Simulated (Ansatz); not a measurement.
System: interstitial Al in 2H silicon carbide (charge state +1). Level of theory: PBE, PAW (plane waves to 420 eV; Ansatz, a first-principles code).

Cell of 72 host sites held at the relaxed PBE lattice; the Γ point alone; Fermi-Dirac width 0.01 eV, spin-restricted; finite-size errors left in. Static, classical nuclei. The host's phase is taken as given; its stability against other phases was not computed. The charge state is imposed; whether it is stable for some Fermi level was not computed. Sites that were not tried may lie lower.

Barriers: single points on a 2×2×2 k-point mesh shifted by half a step along c at the bands' geometries (they differ from the bands' own by up to 0.29 eV, and are uncertain by about as much).

Relaxed starting cell (atoms counted from 1):

```xyz
73
Lattice="9.2765 0.0000 0.0000 -4.6383 8.0337 0.0000 0.0000 0.0000 10.1479" Properties=species:S:1:pos:R:3 pbc="T T T"
Si     1.5709     0.8882     2.5455
Si     1.5360     0.8975     7.6239
Si     0.0032     3.5988     2.5388
Si    -0.0280     3.6358     7.6188
Si    -1.5454     6.2666     2.5210
Si    -1.5454     6.2938     7.5945
Si     4.6149     0.8883     2.5454
Si     4.6498     0.8975     7.6239
Si     3.0929     3.5774     2.5386
Si     3.0929     3.5664     7.6071
Si     1.5316     6.2381     2.4957
Si     1.5403     6.2060     7.5847
Si     7.7312     0.8790     2.5453
Si     7.7312     2.0066     8.2649
Si     6.1827     3.5989     2.5387
Si     6.2138     3.6357     7.6188
Si     4.6542     6.2381     2.4956
Si     4.6456     6.2059     7.5846
Si     0.0595     1.8137     0.1181
Si     0.0585     1.8293     5.0112
Si    -1.5453     4.4914     0.0039
Si    -1.5453     4.5020     5.0648
Si    -3.0900     7.1509    -0.0137
Si    -3.0852     7.1435     5.0698
Si     3.0929     1.7960    -0.0010
Si     3.0929     1.7798     5.0910
Si     1.5769     4.4881     0.0002
Si     1.5406     4.4436     5.0759
Si    -0.0007     7.1509    -0.0137
Si    -0.0056     7.1435     5.0698
Si     6.1265     1.8136     0.1180
Si     6.1273     1.8295     5.0111
Si     4.6090     4.4880     0.0001
Si     4.6454     4.4435     5.0759
Si     3.0929     7.1437    -0.0140
Si     3.0930     6.8927     4.9432
C      1.5609     0.8908     4.4497
C      1.5393     0.9070     9.5382
C     -0.0129     3.5864     4.4401
C      0.0172     3.5854     9.5498
C     -1.5453     6.2731     4.4288
C     -1.5453     6.2664     9.5093
C      4.6250     0.8908     4.4496
C      4.6466     0.9070     9.5382
C      3.0929     3.5577     4.4551
C      3.0929     3.5756     9.5173
C      1.4950     6.2038     4.3868
C      1.5553     6.2700     9.5028
C      7.7312     0.8416     4.5189
C      7.7313     0.9538     9.7137
C      6.1987     3.5864     4.4400
C      6.1686     3.5855     9.5498
C      4.6909     6.2037     4.3868
C      4.6306     6.2700     9.5028
C      0.0132     1.7944     1.9975
C     -0.0059     1.8066     6.9729
C     -1.5453     4.4757     1.9134
C     -1.5453     4.5512     6.9528
C     -3.0902     7.1512     1.8935
C     -3.1090     7.1621     6.9787
C      3.0929     1.7931     1.9113
C      3.0929     1.7749     6.9999
C      1.5557     4.4643     1.9032
C      1.5324     4.4299     6.9805
C     -0.0005     7.1512     1.8935
C      0.0183     7.1621     6.9788
C      6.1726     1.7944     1.9974
C      6.1915     1.8066     6.9728
C      4.6301     4.4643     1.9031
C      4.6535     4.4299     6.9805
C      3.0929     7.1386     1.9159
C      3.0930     6.8329     6.8197
Al    -1.5455     0.6132     6.5249
```
Cell charge +1.

End state 1 differs by these moves (Å; atoms that move under 0.08 Å are left out):

```tsv
atom	element	Δx	Δy	Δz
14	Si	0.96	-1.66	0.00
16	Si	-0.07	-0.03	-0.03
31	Si	0.05	-0.02	-0.13
32	Si	-0.16	0.09	-0.07
35	Si	-0.01	-0.06	0.13
36	Si	0.00	0.19	0.07
43	C	-0.06	-0.01	-0.06
47	C	0.04	0.04	0.06
49	C	-0.05	0.09	0.00
50	C	0.05	-0.08	0.00
51	C	-0.03	0.06	-0.05
53	C	-0.04	0.06	0.05
58	C	0.00	-0.10	0.03
60	C	0.09	-0.06	-0.03
67	C	0.00	0.00	-0.08
68	C	-0.28	0.14	-0.15
70	C	-0.04	0.07	0.00
71	C	-0.01	0.00	0.08
72	C	0.01	0.31	0.15
73	Al	-0.25	0.43	0.00
```

Q: Predict the forward and backward barriers to end state 1 from PBE, PAW.

A: forward 1.85 eV, backward 1.85 eV; at the saddle point atom 14 has neighbours Al at 2.15; C at 1.77, C at 1.83 Å. The saddle point's order was not checked.
